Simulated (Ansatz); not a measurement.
# A constructed model of the (000-1) surface of 4H silicon carbide, C-terminated, (√3x√3)R30° Sb adatom at T4 (bottom of the slab: 3 H on 3 bottom sites)

Level of theory: r2SCAN, at the PBE geometry (plane waves to 500 eV, PAW; Ansatz, a program for electronic structure).

Model: 28-atom slab, 11.7 Å thick at the start with caps and adatoms (thin: gaps and levels are the slab's own), 6x6x1 mesh, Fermi-Dirac 0.025 eV, dipole correction, single point; on the structure that PBE left under its start's symmetry; no spin, no spin-orbit, no U. In PBE it is, or lies within 0.01 eV a 1x1 cell of, the lowest of the 2 structures of its composition computed so far; subsurface sites and larger cells were not tried.

* **gap of the slab on its k-mesh**: 2.56 eV
* **highest filled level below the top vacuum level**: 4.54 eV
* **cost**: roughly 70 core-seconds
